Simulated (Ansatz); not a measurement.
Start from CsLiWO4 (space group I-4, No. 82; a = 5.900 Å, c = 8.161 Å; a cell from a computed database, its experimental status unchecked). Axes: x, y, z lie along a, b, c of the conventional cell.

The values are results of Kohn–Sham DFT with the PBEsol functional, run in Ansatz (a first-principles code) with PAW and 420 eV plane waves, no SOC, not measurements.

Modification: the cell is stretched by 4.31 % along z with no lateral relaxation, atoms relaxed at fixed cell.

### Question
Predict the stress tensor and what it implies for the stiffness.

### Answer
Stress of the strained cell less that of the base (GPa, compression positive):
```
  -0.63    0.00    0.00
   0.00   -0.63    0.00
   0.00    0.00   -1.06
```

Then −Δσ_ii/ε with ε = 0.0431 gives secant stiffness values (nonlinear terms included at this strain): C33 ≈ 25 GPa, C13 ≈ 15 GPa and C23 ≈ 15 GPa.

Whether these cells are dynamically stable was not tested.
